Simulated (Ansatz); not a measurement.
Defect: Mo-vacancy pair (Mo on one host Al site, one Al site vacant) in fcc Al, neutral cell. The step: direct exchange of Mo with the vacancy (Mo-vacancy distance between ideal sites 2.86 Å throughout); the atom moves 3.14 Å along (0.00, 0.55, 0.55) of the unit cell; the moving atom starts with neighbours Al at 2.71, 4 Al at 2.75, 2 Al at 2.79, 4 Al at 2.80 Å and ends with Al at 2.71, 4 Al at 2.75, 2 Al at 2.79, 4 Al at 2.80 Å. DFT values are from Ansatz (plane-wave PAW, 420 eV unless said) in a cell of 32 host sites, spin-restricted, static, with no finite-size correction. Forms of the defect that were not tried may lie lower. For the PBE band: the saddle point's order was not checked, and it lies on a symmetry element of the cell, where a band can be held.

| Level | Forward barrier (eV) | Cost of the band or of the saddle's single point |
|---|---|---|
| CHGNet universal potential (has no charge state), its own band | 0.74 | - |
| PBE, a 3×3×3 k-point mesh shifted by half a step, band relaxed | 1.96 | around 18 core-minutes (rough) |
| PBE, a 5×5×5 k-point mesh shifted by half a step, same geometries | 1.86 | around 4 core-minutes (rough) |
| r2SCAN at 500 eV, a 3×3×3 k-point mesh shifted by half a step, same geometries | 2.16 | about 100 core-seconds (a rough figure) |

Ansatz is a program for electronic structure.
